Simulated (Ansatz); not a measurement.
# Hypothetical diamond Nb, pressure series

The reference is Nb in the diamond structure (space group Fd-3m, No. 227; a hypothetical phase, not in the database extracts checked).

```xyz
2
Lattice="0.0000 2.9527 2.9527 2.9527 0.0000 2.9527 2.9527 2.9527 0.0000" Properties=species:S:1:pos:R:3 pbc="T T T"
Nb     1.4763     1.4763     1.4763
Nb     0.0000     0.0000     0.0000
```

Cell and atoms are relaxed at each pressure.

All numbers come from Kohn–Sham DFT with the PBE functional, run in Ansatz (a first-principles code) with PAW and 420 eV plane waves, no spin-orbit coupling.

Notes on the quantities. enthalpy: H = E + PV relative to the base's energy.

```tsv
variant	enthalpy	volume per atom
base	–	25.74 Å³
pressure −2 GPa	-0.33 eV/atom	26.59 Å³
pressure −1 GPa	-0.16 eV/atom	26.15 Å³
pressure 0.3 GPa	+0.05 eV/atom	25.63 Å³
pressure 0.7 GPa	+0.11 eV/atom	25.48 Å³
pressure 1.5 GPa	+0.24 eV/atom	25.20 Å³
pressure 3 GPa	+0.47 eV/atom	24.71 Å³
pressure 5 GPa	+0.78 eV/atom	24.14 Å³
pressure 7.5 GPa	+1.15 eV/atom	23.50 Å³
pressure 10 GPa	+1.51 eV/atom	22.92 Å³
```

Load acts through the strain it causes; cell and atoms are relaxed under it. Whether these cells are dynamically stable was not tested. Competing high-pressure phases were not computed. The final runs are not spin-polarised. Nb has a high density of states at the Fermi level and may be magnetic at this level.
